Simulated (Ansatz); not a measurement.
A computed series for GaS: response to strain

Start from GaS in the beta-GaS type structure (space group P6_3/mmc, No. 194; a = 3.534 Å, c = 15.039 Å; layered, stacked along the Cartesian z axis). Axes: x lies along a and z along c of the hexagonal cell.

Strains are applied to the cell and any free atomic positions relax; under biaxial strain the out-of-plane vector relaxes too; under stress the whole cell relaxes.

Method: Ansatz (a program for electronic structure), PBEsol-D3(BJ), PAW, cutoff 420 eV, scalar-relativistic without spin-orbit coupling.

Candidates:
(a) isotropic strain −5.10 %
(b) isotropic strain −5.24 %
(c) uniaxial stress, 5 GPa compression along x
(d) isotropic strain −0.65 %
(e) biaxial strain −2.89 %, plane normal [001], relaxed out of plane

Before the change:

```
Quantity   Result
--------  -------
Band gap  1.29 eV
```

Question: Order them by band gap, lowest first.

Answer: (b) isotropic strain −5.24 % (0.49 eV), (a) isotropic strain −5.10 % (0.52 eV), (d) isotropic strain −0.65 % (1.26 eV), (c) uniaxial stress, 5 GPa compression along x (1.28 eV), (e) biaxial strain −2.89 %, plane normal [001], relaxed out of plane (1.38 eV)

Stability under load was not tested beyond the relaxation.
